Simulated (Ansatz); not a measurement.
## How the equilibrium lattice constant a of GePd (model structure, started from the CoSn type, P6/mmm, No. 191, 6 atoms in the cell) moves with the method

No measured value is used here.

**Question.** Put these levels in order of the equilibrium lattice constant a that they give for GePd (model structure, started from the CoSn type, P6/mmm, No. 191, 6 atoms in the cell), smallest first: LDA (Ansatz, a first-principles code), PBE-D3(BJ) (Ansatz), PBEsol (Ansatz).

**Answer.** LDA (5.455 Å), PBEsol (5.496 Å), PBE-D3(BJ) (5.533 Å)

PBE-D3(BJ): a distance lies near a switch of the dispersion term, which can move the cell. Ansatz's density-functional and Hartree–Fock values are scalar-relativistic unless marked +SOC, with PAW data made under PBE.

A model structure was made by putting elements into a prototype or built by hand; it is no filed structure, need not be a known phase, and can be a saddle point held by its symmetry.
